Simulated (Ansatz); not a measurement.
The starting structures come from a database of crystals and need not be the phases stable at ambient conditions.

By PBEsol, the system below comes out a metal.

Without scattering a metal conducts by its projected Fermi surface.

Data:

```yaml
crystal:
  lattice:
    - [3.12274, 0.00000, 0.00000]
    - [0.00000, 4.41622, 0.00000]
    - [0.00000, 2.20811, 2.20811]
  atoms:
    - { symbol: Li, position: [0.50000, 0.50000, 0.00000] }
    - { symbol: Ag, position: [0.00000, 0.00000, 0.00000] }
```

Space group of this cell: Pm-3m, CsCl type. The cell is taken as given; by PBEsol its mean pressure is -0.6 GPa.

The current flows along the normal of the first two printed cell vectors, the (110) plane of the conventional cell. No spin-orbit coupling; the value is a mean over 0.1 eV about the Fermi level.

State the ballistic conductance per area according to Ansatz (a first-principles code) with PBEsol.

0.76 × 10¹⁵ S/m² for both spins.
